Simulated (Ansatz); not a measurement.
Levels about the gap of amorphous Ti₂₀O₄₂Si (63 atoms in a cell of 788 Å³, 3.49 g/cm³; zone centre alone, so wide bands show as single levels with stretches between that a denser mesh fills), at the geometry that PBE relaxed, where it gives 0.0 GPa on a denser mesh. The participation number counts the atoms over which a state spreads; weights are charges in smoothed Voronoi cells. The levels come from a single point, so bond lengths are those of that geometry. Method of the levels: PBE, scalar-relativistic without spin-orbit coupling (Ansatz, a quantum-chemistry and plane-wave program). Sampling: the zone centre alone; Fermi-Dirac width 0.02 eV; no spin polarisation. At PBE the levels at the filled edge of the gap are localised (band-tail or defect states).

Preparation: random packing, a CHGNet melt and quench, and a DFT relaxation. O atoms were pushed apart under 1.9 Å during the dynamics, to hinder bonds among them. The hot cell started wider than the set density and was brought back towards it in steps. It is the lowest in DFT energy of 2 quenches. It is a model cell: composition and starting density were chosen by hand, and all elements were melted together. No dispersion term was used. Its density started from a set value of 3.53 and ended at 3.49 g/cm³. Cooling (nominally 300 K/ps over its main leg) ran many orders faster than in experiment, which tends to leave more defects and strain. One small periodic cell is one sample of the glass; other quenches scatter about these values. Volume and shape were free in the relaxation.

| E - E(highest filled), eV | filling | participation number | largest on | weight O | weight Ti | weight Si |
|---|---|---|---|---|---|---|
| -0.36 | filled | 20.2 | O, 2 neighbours | 0.93 | 0.06 | 0.00 |
| -0.34 | filled | 23.6 | O, 2 neighbours | 0.93 | 0.06 | 0.00 |
| -0.27 | filled | 13.9 | O, 2 neighbours | 0.92 | 0.08 | 0.00 |
| -0.18 | filled | 15.6 | O, 3 neighbours | 0.94 | 0.06 | 0.00 |
| -0.15 | filled | 11.1 | O, 2 neighbours | 0.93 | 0.07 | 0.00 |
| -0.10 | filled | 12.5 | O, 2 neighbours | 0.91 | 0.09 | 0.00 |
| 0.00 | filled | 9.7 | O, 2 neighbours | 0.91 | 0.08 | 0.00 |
| 2.67 | empty | 7.2 | Ti, 6 neighbours | 0.19 | 0.81 | 0.00 |
| 2.74 | empty | 13.9 | Ti, 5 neighbours | 0.20 | 0.80 | 0.00 |
| 2.80 | empty | 12.3 | Ti, 5 neighbours | 0.19 | 0.81 | 0.00 |
| 2.86 | empty | 16.7 | Ti, 5 neighbours | 0.21 | 0.79 | 0.00 |
| 2.94 | empty | 17.5 | Ti, 5 neighbours | 0.17 | 0.82 | 0.00 |
| 2.97 | empty | 12.1 | Ti, 5 neighbours | 0.19 | 0.81 | 0.00 |
| 2.99 | empty | 18.8 | Ti, 5 neighbours | 0.17 | 0.83 | 0.00 |

Most localised among these is the empty level at +2.67 eV, on a Ti atom, which has 6 neighbours (O 1.82 Å, O 1.91 Å, O 2.00 Å, O 2.05 Å, O 2.05 Å, O 2.20 Å).
